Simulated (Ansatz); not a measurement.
Pt: response to strain

The reference is Pt in the fcc (Cu type) structure (space group Fm-3m, No. 225; relaxed with 0.1 eV smearing).

```yaml
crystal:
  lattice:
    - [0.00000, 1.97076, 1.97076]
    - [1.97076, 0.00000, 1.97076]
    - [1.97076, 1.97076, 0.00000]
  atoms:
    - { symbol: Pt, position: [0.00000, 0.00000, 0.00000] }
```

Cartesian axes are those of the cell as printed.

Strains are applied to the cell and any free atomic positions relax; under biaxial strain the out-of-plane vector relaxes too.

The values are results of DFT with r2SCAN, PAW potentials and a 500 eV plane-wave cutoff in Ansatz (an electronic-structure program), spin-orbit coupling left out, earlier PAW set, not measurements.

Notes on the quantities. pressure: mean of the normal stresses, compression positive; energy relative to the base: free energy F.

| variant | pressure | energy relative to the base | ratio −ε⊥/ε∥ |
|---|---|---|---|
| base | 0.0 GPa | 0 meV/atom | – |
| biaxial strain −4.03 %, plane normal [001], relaxed out of plane | 8.8 GPa | +47 meV/atom | 1.44 |
| biaxial strain −2.33 %, plane normal [001], relaxed out of plane | 4.5 GPa | +14 meV/atom | 1.42 |
| biaxial strain −0.94 %, plane normal [110], relaxed out of plane | 1.6 GPa | +2.3 meV/atom | 1.44 |
| biaxial strain +1.15 %, plane normal [111], relaxed out of plane | -2.3 GPa | +3.8 meV/atom | 1.18 |
| uniaxial strain ε_yy = +0.45 % | -1.2 GPa | +0.3 meV/atom | – |

No phonon test of stability was made. All final runs are without spin polarisation.
